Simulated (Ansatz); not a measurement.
The reference is BeS in the zinc blende structure (space group F-43m, No. 216).

```xyz
2
Lattice="0.0000 2.3982 2.3982 2.3982 0.0000 2.3982 2.3982 2.3982 0.0000" Properties=species:S:1:pos:R:3 pbc="T T T"
Be     0.0000     0.0000     0.0000
S      1.1991     1.1991     1.1991
```

Cartesian axes are those of the cell as printed.

The values are results of LDA/PAW in Ansatz (a quantum-chemistry and plane-wave program), without spin-orbit coupling, not measurements.

For the base:

The valley order is X along ⟨100⟩ 2.82 eV, the pressure comes out as 0.00 GPa and the valence-band top at Γ comes out as 0.00, 0.00, 0.00 eV.

Modification: biaxial strain −1.00 %, plane normal [001], relaxed out of plane (Cartesian); in-plane vectors clamped, the third vector and the atoms free.

Task: What does the calculation give for the valley order, out-of-plane strain, pressure and valence-band top at Γ after the change?

Result: The valley order (the lowest conduction-band minima on the path, energy above the VBM, named in the base's zone) becomes X along [010] 2.71 eV; X along [001] 2.86 eV (base: X along ⟨100⟩ 2.82 eV); the out-of-plane strain is +0.81 %; the pressure (mean of the normal stresses, compression positive) goes from zero to 1.25 GPa; the valence-band top at Γ (three highest levels, from the VBM) becomes 0.00, 0.00, -0.10 eV (base: 0.00, 0.00, 0.00 eV).

The levels and masses belong to the bands next to the band gap. Whether these cells are dynamically stable was not tested.
